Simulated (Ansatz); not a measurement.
Os on the Cu site (Os_Cu) in fcc Cu (start: the Cu site; 32-site cell, 6×6×6 shifted sampling), host crystal and elements as references (Δμ(Cu) = 0.00 eV, Δμ(Os) = 0.00 eV; Os taken from its element, since no compound that bounds it was computed at this level; only phases computed here count, gases as isolated molecules at 0 K). Calculation: PBE, PAW (plane waves to 420 eV; Ansatz, a quantum-chemistry and plane-wave program). In charge state 0 (not spin-polarised) the formation energy is 1.50 eV. The crystal has 8.36 × 10^22 Cu sites per cm³. Reference phases: fcc Cu, hcp Os. The relaxation kept the symmetry of the site.

Q: Estimate the equilibrium concentration at 1100 K in the dilute limit, leaving out vibrational entropy and degeneracy.

A: kT = 0.0948 eV; c = N exp(−E_f / kT) = 8.36 × 10^22 × exp(−15.8) ≈ 1 × 10^16 cm^-3. An error of 0.2 eV in E_f moves this by a factor of 8.
